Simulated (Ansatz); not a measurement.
Ba$_{4}$As$_{2}$O (space group I4/mmm, No. 139; a cell from a computed database, its experimental status unchecked)

```xyz
7
Lattice="-2.5499 2.5499 8.5427 2.5499 -2.5499 8.5427 2.5499 2.5499 -8.5427" Properties=species:S:1:pos:R:3 pbc="T T T"
Ba     0.0000     0.0000    11.5354
Ba     0.0000     0.0000     5.5500
Ba     0.0000     2.5499     0.0000
Ba     2.5499     0.0000     0.0000
As     0.0000     0.0000    14.7687
As     0.0000     0.0000     2.3167
O      0.0000     0.0000     8.5427
```

Computed with Ansatz (an electronic-structure program), PBEsol, PAW, cutoff 420 eV, scalar-relativistic without spin-orbit coupling. Settings: 9×9×9 k-points, 0.05 eV Fermi–Dirac smearing.

The volume per atom is 31.74 Å³ and the density comes out as 5.34 g/cm³. The band gap comes out as 0.56 eV, direct at M. The electron mass is 0.79 mₑ along k, 0.14 mₑ across and the total energy is -4806.521 eV/atom (σ→0; compares only within this code and set-up).

Masses are band curvatures over ±0.01 Å⁻¹ around the edge. Along k means along the line from Γ to the band edge. Stability against distortions was not tested.
